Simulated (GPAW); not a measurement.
GPAW 25.7.0, DFT, PBE, plane waves, PAW datasets of gpaw-data 1.0.1: bcc Fe, atoms displaced, 2 atoms, spin-polarised from a ferromagnetic start (3 μB on Fe). Basis and mesh were picked for this test and aren't claimed converged.

| Quantity | Result |
|---|---|
| cell | 2.87, 2.87, 2.87 Å; 90, 90, 90° |
| distance to the nearest atom | 2.44 to 2.44 Å |
| task | scf |
| mode.name | pw |
| mode.ecut | 500 eV |
| xc | PBE |
| k mesh | 8×8×8 |
| kpts.gamma | true |
| occupations.name | fermi-dirac |
| occupations.width | 0.1 eV |
| convergence.density (electrons an electron) | 1e-05 |
| maxiter | 150 |
| parallel.kpt | 8 |
| parallel.band | 1 |
| parallel.domain | 1 |
| parallel.sl_auto | false |
| parallel.augment_grids | true |
| mixer.beta | 0.1 |
| mixer.nmaxold | 3 |
| mixer.weight | 1 |
| eigensolver.name | dav (default) |
| eigensolver.niter | 2 (default) |
| mixer.backend | pulay (default) |
| mixer.method | difference (default) |
| convergence.eigenstates (eV² an electron) | 4e-08 (default) |
| convergence.energy (eV an electron) | 0.0005 (default) |
| k-points after symmetry (for each spin) | 260 |
| bands | 18 |
| electrons | 16 |
| plane waves | 624 |
| coarse grid | 15*15*15 |
| symmetry operations | 1 |

Machine: one whole node, AMD EPYC (Zen 5), 96 cores on 1 socket, no SMT, 12 L3 cache groups; 94 cores' worth of CPU time may be used.

Run on 8 ranks, it takes 9.7 s from launch to exit:

```bash
OMP_NUM_THREADS=1 mpirun -np 8 gpaw python run.py
```

From its output:

```
cores: 8
OMP_NUM_THREADS: 1
Symmetries present (total): 1
260 k-points in the irreducible part of the Brillouin zone
Wave functions: Plane wave expansion
  Cutoff energy: 500.000 eV
  Number of coefficients (min, max): 576, 624
  ScaLapack parameters: grid=1x1, blocksize=None
   Davidson(niter=2)
  Coarse grid: 15*15*15 grid
  Fine grid: 30*30*30 grid
  Method: difference
  Backend: pulay
  Linear mixing parameter: 0.1
  old densities: 3
  Damping of long wavelength oscillations: 1  # (no daming)
  Calculator: 16.97 MiB
Total number of cores used: 8
Parallelization over k-points: 8
Domain decomposition: 1 x 1 x 1
                      2 x 2 x 2 (xc only)
Number of atoms: 2
Number of atomic orbitals: 18
Number of bands in calculation: 18
Number of valence electrons: 16
...
Timing:                              incl.     excl.
-----------------------------------------------------------
Forces:                              0.028     0.028   0.3%
Hamiltonian:                         0.026     0.000   0.0%
 Atomic:                             0.022     0.022   0.3%
  XC Correction:                     0.000     0.000   0.0%
 Calculate atomic Hamiltonians:      0.001     0.001   0.0%
 Communicate:                        0.000     0.000   0.0%
 Initialize Hamiltonian:             0.000     0.000   0.0%
 Poisson:                            0.000     0.000   0.0%
 XC 3D grid:                         0.003     0.003   0.0%
LCAO initialization:                 0.782     0.009   0.1%
 LCAO eigensolver:                   0.223     0.001   0.0%
  Calculate projections:             0.000     0.000   0.0%
  DenseAtomicCorrection:             0.001     0.001   0.0%
  Distribute overlap matrix:         0.000     0.000   0.0%
  Orbital Layouts:                   0.004     0.004   0.0%
  Potential matrix:                  0.213     0.213   2.5%
  Sum over cells:                    0.004     0.004   0.0%
 LCAO to grid:                       0.470     0.470   5.5%
 Set positions (LCAO WFS):           0.079     0.015   0.2%
  Basic WFS set positions:           0.000     0.000   0.0%
  Basis functions set positions:     0.000     0.000   0.0%
  P tci:                             0.023     0.023   0.3%
  ST tci:                            0.039     0.039   0.5%
  mktci:                             0.003     0.003   0.0%
PWDescriptor:                        0.017     0.017   0.2%
SCF-cycle:                           7.149     0.314   3.7%
 Davidson:                           5.781     1.433  16.7%
  Apply H:                           0.626     0.566   6.6%
   HMM T:                            0.060     0.060   0.7%
  Subspace diag:                     1.034     0.038   0.4%
   calc_h_matrix:                    0.762     0.119   1.4%
    Apply H:                         0.643     0.568   6.6%
     HMM T:                          0.075     0.075   0.9%
   diagonalize:                      0.130     0.130   1.5%
   rotate_psi:                       0.105     0.105   1.2%
  calc. matrices:                    1.906     0.658   7.7%
   Apply H:                          1.248     1.127  13.1%
    HMM T:                           0.121     0.121   1.4%
  diagonalize:                       0.600     0.600   7.0%
  rotate_psi:                        0.182     0.182   2.1%
 Density:                            0.367     0.000   0.0%
  Atomic density matrices:           0.028     0.028   0.3%
  Mix:                               0.033     0.033   0.4%
  Multipole moments:                 0.001     0.001   0.0%
  Pseudo density:                    0.305     0.305   3.6%
   Symmetrize density:               0.000     0.000   0.0%
 Hamiltonian:                        0.674     0.003   0.0%
  Atomic:                            0.598     0.598   7.0%
   XC Correction:                    0.000     0.000   0.0%
  Calculate atomic Hamiltonians:     0.011     0.011   0.1%
  Communicate:                       0.001     0.001   0.0%
  Poisson:                           0.001     0.001   0.0%
  XC 3D grid:                        0.060     0.060   0.7%
 Orthonormalize:                     0.014     0.001   0.0%
  calc_s_matrix:                     0.003     0.003   0.0%
  inverse-cholesky:                  0.002     0.002   0.0%
  projections:                       0.006     0.006   0.1%
  rotate_psi_s:                      0.002     0.002   0.0%
Set symmetry:                        0.003     0.003   0.0%
Other:                               0.569     0.569   6.6%
-----------------------------------------------------------
Total:                                         8.574 100.0%
```

Times are wall-clock medians of two to five runs, from launch to exit, with nothing else on the machine. Processes are pinned to neighbouring cores unless said otherwise. Build: conda-forge: Open MPI, OpenMP, OpenBLAS, FFTW, ScaLAPACK, ELPA. Other compilers and libraries give other times. Scratch files lie in a memory file system.

**Question.** What holds this run back, and which change relieves it on the same cores with the result kept within 1.0 meV/atom in energy, 10 meV/Å in forces (largest component), 0.020 μB in site moments?

**Answer.** The largest part is the band solver (Davidson, Orthonormalize), 60 % of the time. Inside it, applying H to the orbitals takes 2.5 s of 5.8 s. One change that relieves it (others may too): going from mixer.beta = 0.1, mixer.nmaxold = 3, mixer.weight = 1 to mixer.beta = 0.2, mixer.nmaxold = 8, mixer.weight = 10, one of the fastest of the measured ones that keep the result: 9.7 s to 6.2 s (1.6× as fast). The largest move is in the band solver (Davidson, Orthonormalize): 5.8 s to 2.9 s. SCF iterations go from 28 to 14. These two results differ by: energy under 0.001 meV/atom, forces (largest component) 0.27 meV/Å, site moments under 0.001 μB. Others tried: mixer.beta = 0.2, mixer.nmaxold = 5 (default), mixer.weight = 50 (default), mixer.backend = fft (6.4 s); mixer.beta = 0.2, mixer.nmaxold = 5, mixer.weight = 50 (6.7 s); mixer.beta = 0.2, mixer.nmaxold = 5 (default), mixer.weight = 50 (default), mixer.backend = broyden (6.9 s); mixer.beta = 0.6, mixer.nmaxold = 8, mixer.weight = 1 (6.9 s); mixer.beta = 0.1, mixer.nmaxold = 10, mixer.weight = 50 (8.2 s); mixer.beta = 0.05 (default), mixer.nmaxold = 5 (default), mixer.weight = 50 (default) (8.7 s); mixer.beta = 0.05 (default), mixer.nmaxold = 5 (default), mixer.weight = 50 (default), mixer.backend = fft (9.0 s); mixer.beta = 0.05 (default), mixer.nmaxold = 5 (default), mixer.weight = 50 (default), mixer.backend = broyden (13 s). 1 planned setting was not run, for want of time.
